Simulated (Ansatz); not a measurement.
# AlN, response to strain

The parent structure is AlN in the wurtzite structure (space group P6_3mc, No. 186; a = 3.130 Å, c = 5.018 Å). Axes: x lies along a and z along c of the hexagonal cell.

Strains are applied to the cell and any free atomic positions relax.

All numbers come from PBE (Ansatz, an electronic-structure program, PAW, spin-orbit coupling left out).

Notes on the quantities. energy relative to the base: free energy F.

| uniaxial strain ε_zz (%) | energy relative to the base (meV/atom) |
|---|---|
| -3 | 10.5 |
| -2.4 | 6.7 |
| -1.8 | ? |
| -1.2 | 1.7 |
| -0.6 | 0.4 |
| 0 | 0.0 |

**Question.** Fit ΔE = Aε² + Bε³ (ε in %) to the rows shown and predict the withheld row.

**Answer.** Least squares on the printed values gives A = 1.16 and B = -0.0011 meV/atom (largest residual 0.0 meV/atom); this predicts 3.8 meV/atom, and the run gives 3.8 meV/atom, in agreement.

Stability against distortions was not tested.
